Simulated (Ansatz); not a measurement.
**Hypothetical rock salt PdGe, pressure series**

The reference is PdGe in the rock salt structure (space group Fm-3m, No. 225; a = 5.1661 Å; a hypothetical phase, not in the database extracts checked).

Cell and atoms are relaxed at each pressure.

All numbers come from DFT with r2SCAN, PAW potentials and a 500 eV plane-wave cutoff in Ansatz (a quantum-chemistry and plane-wave program), spin-orbit coupling left out.

Notes on the quantities. enthalpy: H = E + PV relative to the base's energy.

```csv
variant,enthalpy,lattice parameter a
base,–,5.166 Å
pressure −2 GPa,-0.22 eV/atom,5.196 Å
pressure −1 GPa,-0.11 eV/atom,5.181 Å
pressure 0.3 GPa,+0.03 eV/atom,5.162 Å
pressure 0.7 GPa,+0.08 eV/atom,5.156 Å
pressure 1.5 GPa,+0.16 eV/atom,5.145 Å
pressure 3 GPa,+0.32 eV/atom,5.126 Å
pressure 5 GPa,+0.53 eV/atom,5.101 Å
pressure 7.5 GPa,+0.78 eV/atom,5.073 Å
pressure 10 GPa,+1.04 eV/atom,5.047 Å
```

Load acts through the strain it causes; cell and atoms are relaxed under it. Whether these cells are dynamically stable was not tested. Competing high-pressure phases were not computed. All final runs are without spin polarisation.
